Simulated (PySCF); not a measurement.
PySCF 2.14.0, TPSSH/def2-svpd, df: [Ge][I], charge +1, multiplicity 1, 2 atoms. The geometry is a generated start, not checked to be a minimum at this level.

| Property | Value |
|---|---|
| task | energy |
| method | tpssh |
| basis | def2-svpd |
| two-electron scheme | density fitting |
| mol.max_memory | 3000 MB |
| mf.max_cycle | 100 |
| mf.conv_tol | 1e-09 (default) |
| mf.grids.level | 3 (default) |
| effective core potentials | those of the basis set, past Kr |
| basis functions | 73 |
| grid points | 42600 |

```xyz
2

Ge     0.0335    -0.0182    -1.2207
I     -0.0335     0.0182     1.2207
```

Charge 1 and multiplicity 1 are set for this test and not shown to be the ground state.

With the defaults (mf.DIIS = CDIIS, mf.diis = true, mf.init_guess = minao, mf.diis_damp = 0, newton = off, mf.damp = 0, mf.diis_start_cycle = 1, mf.level_shift = 0, mf.diis_space = 8) it converges in 15 Fock builds. One run each on 2 threads, 1 BLAS thread, with these changes:
- mf.diis_space = 3
- mf.DIIS = ADIIS
- mf.damp = 0.3, mf.diis_start_cycle = 4
- newton = Hessian by the SCF's own integrals
- mf.init_guess = 1e
- mf.DIIS = EDIIS
- mf.diis = false
- mf.diis_damp = 0.3
- mf.level_shift = 0.1 Hartree

Which runs fail or end elsewhere than the default run?

No convergence: mf.DIIS = EDIIS; mf.diis = false (the run ends without SCF convergence in 100 cycles). The rest reach the solution of the defaults.

```
setting                                      Fock builds             end
-------------------------------------------  -----------  --------------
mf.diis_damp = 0.3                                    13   same solution
the defaults                                          15   same solution
mf.level_shift = 0.1 Hartree                          16   same solution
mf.damp = 0.3, mf.diis_start_cycle = 4                18   same solution
mf.diis_space = 3                                     20   same solution
mf.init_guess = 1e                                    21   same solution
mf.DIIS = ADIIS                                       22   same solution
newton = Hessian by the SCF's own integrals           59   same solution
mf.DIIS = EDIIS                                      101  no convergence
mf.diis = false                                      101  no convergence
```

Under newton the count holds the products with the orbital Hessian.
